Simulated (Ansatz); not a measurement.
Consider InSb in the zinc blende structure (space group F-43m, No. 216; a = 6.556 Å).

Calculations: DFT with r2SCAN, PAW potentials and a 500 eV plane-wave cutoff in Ansatz (a first-principles code), without spin-orbit coupling.

Base values:

| Item | Result |
|---|---|
| Pressure | 0.0 GPa |
| Band gap | zero |

Modification: every lattice vector is stretched by 3.00 %; the atoms relax in the strained cell.

**Question.** Predict the new pressure, energy relative to the base and band gap.

**Answer.** The pressure goes from zero to -3.1 GPa; the energy increases by 35 meV/atom; the band gap remains zero.

With Sb present, leaving out spin-orbit coupling can change the band edges. No phonon test of stability was made. All final runs are without spin polarisation. Gaps under 0.05 eV, about the width of the smearing, are given as zero. A zero or small gap of InSb can be the functional's error rather than a property of the material.
